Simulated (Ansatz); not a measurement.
For CdSn₂O (model structure, started from the BC2N type, R3m, No. 160, 4 atoms in the cell), LDA (plane waves, PAW; Ansatz, a first-principles code) gives:

equilibrium lattice constant a: 3.847 Å
c axis length: 21.486 Å
bulk modulus: 52.8 GPa
cohesive energy: 3.70 eV/atom

Task: What does r²SCAN (Ansatz, PAW) give for the same quantities?

Result: 
- lattice constant a: 3.912 Å (goes up by 1.7 %)
- lattice parameter c: 21.766 Å (goes up by 1.3 %)
- bulk modulus: 47.2 GPa (decreases by 11 %)
- cohesive energy: 2.89 eV/atom (shrinks by 0.81 eV/atom)

Changes are worked out from the printed values.

Unless a cell is named, each level is at its own relaxed cell (LDA 22.95, r²SCAN 24.04 Å³/atom).

Levels without +SOC leave out spin–orbit coupling, which shifts energies and cells of such heavy elements.

Caveats: the bulk modulus is −V dP/dV from two relaxed cells at ±2 % in volume (LDA, r²SCAN). Ansatz's density-functional and Hartree–Fock values are scalar-relativistic unless marked +SOC, with PAW data made under PBE.

A model structure was made by putting elements into a prototype or built by hand; it is no filed structure, need not be a known phase, and can be a saddle point held by its symmetry.
